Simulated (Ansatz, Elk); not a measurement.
An Elk input for a self-consistent single point of Au (Fm-3m, 1 atom in the cell) (DFT, PBE, all-electron FP-LAPW, Elk's shipped species files, LAPW+lo basis):

```
tasks
  0

xctype
  20

rgkmax
  8.0

gmaxvr
  14.0

nxoapwlo
  1

rmtscf
  0.92

stype
  0

swidth
  0.00367493

maxscl
  100

avec
    0.0000000000    3.7779404684    3.7779404684
    3.7779404684    0.0000000000    3.7779404684
    3.7779404684    3.7779404684    0.0000000000

atoms
  1
  'Au.in'
  1
  0.0000000000  0.0000000000  0.0000000000    0.0 0.0 0.0

ngridk
  18 18 18
```

Question: Translate this input to Ansatz (a first-principles code).

Answer: One input that does it (others would too):

Ansatz 0.2 input:
```yaml
crystal:
  lattice:
    - [0.000000, 1.999200, 1.999200]
    - [1.999200, 0.000000, 1.999200]
    - [1.999200, 1.999200, 0.000000]
  atoms:
    - { symbol: Au, position: [0.000000, 0.000000, 0.000000] }
kpoints:
  mp_grid: { grid: [18, 18, 18] }
hamiltonian:
  xc: pbe
  pseudopotentials: { kind: paw }
scf:
  occupations: { method: gaussian, width: 0.1 }
output:
  forces: true
  eigenvalues: true
  stress: true
```

Basis settings and potentials, where a program has them, do not carry over. This input uses DFT, PBE, plane waves, default PAW files.

The starting cell has typed, rounded lattice constants, without a prior relaxation at this level. For this run, on top of that: lattice scaled by 0.98.
